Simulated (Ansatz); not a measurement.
Take AlN in the zinc blende structure (space group F-43m, No. 216; a = 4.3423 Å) as the base. Axes: x, y, z lie along the cube axes.

Perturbation: biaxial strain −2.50 %, plane normal [001], relaxed out of plane (Cartesian); in-plane vectors clamped, the third vector and the atoms free.

Calculations: LDA (Ansatz, an electronic-structure program), spin-orbit coupling left out.

Task: Give the band edges at the high-symmetry points of the new zone, measured from its valence-band maximum.

Result: 
| point | valence edge (eV) | conduction edge (eV) |
|---|---|---|
| Γ | -0.02 | 4.50 |
| X | -2.07 | 3.09 |
| P | -2.89 | 5.62 |
| N | -0.36 | 7.43 |
| M | -1.64 | 3.35 |
| S | -1.15 | 5.62 |
| S₀ | -1.15 | 5.62 |
| R | -2.93 | 6.01 |
| G | -2.93 | 6.01 |

The gap is 3.09 eV, indirect, S₀–Γ (70 % along) → X.

Stability against distortions was not tested. This is not the structure that AlN has at room temperature and ambient pressure. k-point labels follow each cell's own Brillouin zone.
